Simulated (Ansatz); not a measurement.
CaAlO₂F (model structure, started from the SrVO2H type, P4/mmm, No. 123, 5 atoms in the cell) was calculated with PBEsol in Ansatz (plane waves, PAW).

Settings: plane-wave cutoff 520 eV, 10×10×10 k mesh, Fermi–Dirac smearing 0.01 eV, scalar-relativistic PAW data made under PBE.

Cell (relaxed with PBEsol):

AlCaFO2 is taken in the tetragonal space group P4/mmm (No. 123), Pearson symbol tP5. Conventional cell: a = b = 3.7269 Å, c = 3.6773 Å, α = β = γ = 90.00°. Ca on 1d has 8 O at 2.618 Å and 4 F at 2.635 Å (cuboctahedral). Al on 1a has 2 F at 1.839 Å and 4 O at 1.863 Å (octahedral). O on 2f has 2 Al at 1.863 Å and 4 Ca at 2.618 Å (octahedral). F on 1b has 2 Al at 1.839 Å and 4 Ca at 2.635 Å (octahedral). (Neighbours: up to the widest gap in distance over summed covalent radii, below 1.35, at either atom; cation-cation and far metal-metal contacts left out.)

**Question.** Give the computed band gap, smallest direct gap on the k points sampled and direct gap at Γ.

**Answer.** 
* **band gap**: 3.38 eV (indirect)
* **smallest direct gap on the k points sampled**: 4.11 eV
* **direct gap at Γ**: 4.40 eV

Note: the relaxation could raise the start's symmetry but not lower it, so the cell can be a saddle point.

It cost about 8 core-seconds (a rough figure) of CPU time.

A model structure was made by putting elements into a prototype or built by hand; it is no filed structure, need not be a known phase, and can be a saddle point held by its symmetry.

Ansatz is a first-principles code.
